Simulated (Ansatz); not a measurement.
Worked example: self-consistent single point of Tl2GeBr6 (Fm-3m, 9 atoms in the cell) in Ansatz (a quantum-chemistry and plane-wave program).

Level of theory: PBEsol, default PAW files made with PBE (plane waves; Ansatz).

The change in words: lattice scaled by 0.97. Reference geometry:
```
CELL_PARAMETERS angstrom
      0.00000     5.07912     5.07912
      5.07912     0.00000     5.07912
      5.07912     5.07912     0.00000
ATOMIC_POSITIONS crystal
  Tl 0.25000 0.25000 0.25000
  Tl 0.75000 0.75000 0.75000
  Ge 0.00000 0.00000 0.00000
  Br 0.76300 0.23700 0.23700
  Br 0.23700 0.76300 0.76300
  Br 0.23700 0.76300 0.23700
  Br 0.76300 0.23700 0.76300
  Br 0.23700 0.23700 0.76300
  Br 0.76300 0.76300 0.23700
```

Reference input (self-consistent single point, DFT, PBEsol, plane waves, default PAW files made with PBE): kpoints.mp_grid.grid = 4 4 4; hamiltonian.xc = pbesol; hamiltonian.pseudopotentials = {kind: paw} (the program's default PAW files); scf.occupations.method = methfessel_paxton; scf.occupations.width = 0.02 Ry. This run's input differs from it in these lines:

```diff
@@ -2,5 +2,5 @@
   lattice:
-    - [0.00000000, 5.07911700, 5.07911700]
-    - [5.07911700, 0.00000000, 5.07911700]
-    - [5.07911700, 5.07911700, 0.00000000]
+    - [0.00000000, 4.92674300, 4.92674300]
+    - [4.92674300, 0.00000000, 4.92674300]
+    - [4.92674300, 4.92674300, 0.00000000]
   atoms:
```

The program printed (abridged):

```
SCF iter   1: F=—  HF=-43268.644576 eV  |F-HF|=—  |Δ(HF+E_count)|=         —  Δρ=2.71e-3  dr2=2.44e-2  ethr=1.77e-3  ⟨swp⟩=10.1  Hψ=1881  notcnv=0
all-band conjugate gradients solve this SCF's bands
preconditioner: auto → Resta (q_TF=auto, 2.282 Å⁻¹)
SCF iter   2: F=—  HF=-43268.644674 eV  |F-HF|=—  |Δ(HF+E_count)|=   9.82e-5  S|Δr|=    0.00e0  Δρ=1.56e-3  dr2=7.46e-3  ethr=2.98e-5  ⟨swp⟩=3.0  Hψ=931  notcnv=0
   [... lines left out ...]
SCF 1 converged in 8 iterations: F = -43268.643820 eV  dr2 = 5.94e-9
Stability not checked (fill_not_monotonic)
Free energy (F): -43268.643820 eV
Internal energy: -43268.644920 eV  (E = F + TS)
E sigma→0 (E₀):  -43268.644095 eV
Entropy (-TS):   0.001100 eV (0.122 meV/atom)
Fermi energy:    5.980400 eV
--- Forces (eV/Å), atoms counted from 1 ---
  atom   1  Tl     0.00000000    -0.00000000    -0.00000000
  atom   2  Tl     0.00000000     0.00000000    -0.00000000
  atom   3  Ge    -0.00000000     0.00000000     0.00000000
  atom   4  Br     1.83989014     0.00000000     0.00000000
   [... lines left out ...]
  atom   9  Br    -0.00000000     0.00000000    -1.83989014
--- Stress (GPa, compression-positive) ---
        6.592555       0.000000       0.000000
        0.000000       6.592555      -0.000000
        0.000000       0.000000       6.592555
  P = ⅓ Tr σ = 6.5926 GPa (65.926 kbar)
  The stress holds the Pulay correction. Without it, at fixed plane waves, as pw.x and ABINIT print it: P = 6.5638 GPa
```

The run converged in 8 iterations. Against the reference run the free energy rises by 63.6 meV/atom, the pressure goes from 1.94 to 6.59 GPa and the largest force goes from 0.862 to 1.840 eV/Å.

The starting cell was generated: these elements placed on a structure prototype, without a prior relaxation; it need not be a known phase or ordering of this composition. Its lattice was rescaled by a random factor within 2.5 % of one. For this run, on top of that: lattice scaled by 0.97. Forces in this geometry exceed 1 eV/Å. Ansatz's pressure includes its estimate of the finite-basis (Pulay) stress. A gap is left out here, as mesh or smearing make it unsure.

Keys are those of Ansatz 0.2.
